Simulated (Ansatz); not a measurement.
TlBr (model structure, within 0.1 Å of Pm-3m, No. 221, 4 atoms in the cell)

All values below come from PBEsol in Ansatz (plane waves, PAW).

Run with plane-wave cutoff 500 eV, 8×8×6 k mesh (along the axes of the cell as run), Fermi–Dirac smearing 0.05 eV, scalar-relativistic PAW data made under PBE.

Cell (relaxed at this level):

```xyz
4
Lattice="5.5352 0.0000 0.0000 0.0000 5.5352 0.0000 0.0000 0.0000 3.9154" Properties=species:S:1:pos:R:3 pbc="T T T"
Tl     2.7676     0.0000     1.9569
Tl     0.0000     2.7676     1.9585
Br     0.0000     0.0000     0.0000
Br     2.7676     2.7676     0.0000
```

```json
{
 "band_gap": "1.59 eV (on the SCF k mesh)"
}
```

Spin–orbit coupling is not included; with these elements it can move the gap by several tenths of an eV or more.

Computed values are for the static lattice.

Cost on a shared machine: about 5 core-minutes (a rough figure).

A model structure was made by putting elements into a prototype or built by hand; here it ended with the formula and space group of a phase in our tables.

Ansatz is a quantum-chemistry and plane-wave program.
